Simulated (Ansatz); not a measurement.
Density of states of Ru (P6_3/mmc) near the Fermi level, PBEsol, rigid bands in Ansatz (a program for electronic structure).

(E − E_F (eV), states/eV/cell): (-1.95, 2.54); (-1.85, 2.81); (-1.75, 3.12); (-1.65, 3.37); (-1.55, 3.32); (-1.45, 2.76); (-1.35, 2.67); (-1.25, 2.33); (-1.15, 2.00); (-1.05, 1.88); (-0.95, 1.86); (-0.85, 1.85); (-0.75, 1.85); (-0.65, 1.81); (-0.55, 1.74); (-0.45, 1.70); (-0.35, 1.65); (-0.25, 1.62); (-0.15, 1.59); (-0.05, 1.57); (0.05, 1.55); (0.15, 1.55); (0.25, 1.56); (0.35, 1.58); (0.45, 1.63); (0.55, 1.72); (0.65, 1.93); (0.75, 2.12); (0.85, 2.30); (0.95, 2.46); (1.05, 2.51); (1.15, 2.66); (1.25, 3.07); (1.35, 3.33); (1.45, 3.65); (1.55, 4.02); (1.65, 4.10); (1.75, 3.58); (1.85, 2.95)

Task: With 2 atoms a cell, what bare Sommerfeld coefficient γ = (π²/3) k_B² N(E_F) follows?

Result: N(E_F) ≈ 1.56 states/eV a cell at 300 K, so γ ≈ 1.84 mJ/(mol of atoms·K²), before electron-phonon enhancement.

Task: How far does the Fermi level move in a rigid band for 0.1 electron a cell added or removed?

Result: 64 meV and -64 meV.

A metal at this level (no band gap); rigid bands, thermally averaged at 300 K, both spins. Spin-orbit coupling is left out. Geometry: cell and atoms relaxed with PBEsol.
